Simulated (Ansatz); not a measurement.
Sensitivity of a calculation on InPd (Pm-3m, 2 atoms in the cell) to its settings

```yaml
crystal:
  lattice:
    - [3.22215, 0.00000, 0.00000]
    - [0.00000, 3.22215, 0.00000]
    - [0.00000, 0.00000, 3.22215]
  atoms:
    - { symbol: In, position: [0.00000, 0.00000, 0.00000] }
    - { symbol: Pd, position: [0.50000, 0.50000, 0.50000] }
```

Base run A: PBEsol, default PAW files made with PBE (Ansatz, a quantum-chemistry and plane-wave program), self-consistent single point.

Its settings: kpoints.mp_grid.grid = 13 13 13; hamiltonian.xc = pbesol; hamiltonian.pseudopotentials = {kind: paw} (the program's default PAW files); scf.occupations.method = cold; scf.occupations.width = 0.1 eV.

The starting cell comes from a database of computed structures (which also holds hypothetical and non-ambient phases and stackings), without a prior relaxation at this level. Its lattice was rescaled by a random factor within 2.5 % of one. Spin polarisation is off. In the base run, with a pressure of about 3 GPa the cell is away from its equilibrium volume at this level. Ansatz's pressure includes its estimate of the finite-basis (Pulay) stress.

ΔF is the free energy per atom less that of run A. 

Runs:
- B: kpoints.mp_grid.grid: 13 13 13 → 7 7 7
- C: 3 x 3 x 1 supercell, mesh divided and rounded up; kpoints.mp_grid.grid: 13 13 13 → 5 5 13
- D: kpoints.mp_grid.grid: 13 13 13 → 11 11 11; kpoints.mp_grid.shift: default → 0.5 0.5 0.5
- E: scf.convergence.dr2_threshold: default (1e-07 eV) → 0.1 eV
- F: kpoints.mp_grid.grid: 13 13 13 → 11 11 11; scf.occupations.width: 0.1 eV → 0.03 eV
- G: scf.mixing.preconditioner: default (the program chose none) → kerker; scf.mixing.q_tf: default → 0.5
- H: scf.mixing.algorithm: default (the program chose MSR1) → broyden; scf.mixing.ndim: default → 12
- I: scf.mixing.algorithm: default (the program chose MSR1) → broyden; scf.mixing.beta: default → 0.7

```csv
run,ΔF (meV/atom),pressure (GPa),k-points,valence electrons
A,0.00,3.37,84,31
B,-6.0,3.46,20,31
C,-0.49,3.41,42,279
D,-2.9,3.35,56,31
E,1.85,3.53,84,31
F,-2.1,3.34,56,31
G,0.00,3.37,84,31
H,0.00,3.37,84,31
I,0.00,3.37,84,31
```

Run B against A: The free energy falls by 6.0 meV/atom and the pressure hardly changes (3.37 to 3.46 GPa).

Run D against A: The free energy falls by 2.9 meV/atom and the pressure hardly changes (3.37 to 3.35 GPa).

Keys are those of Ansatz 0.2.
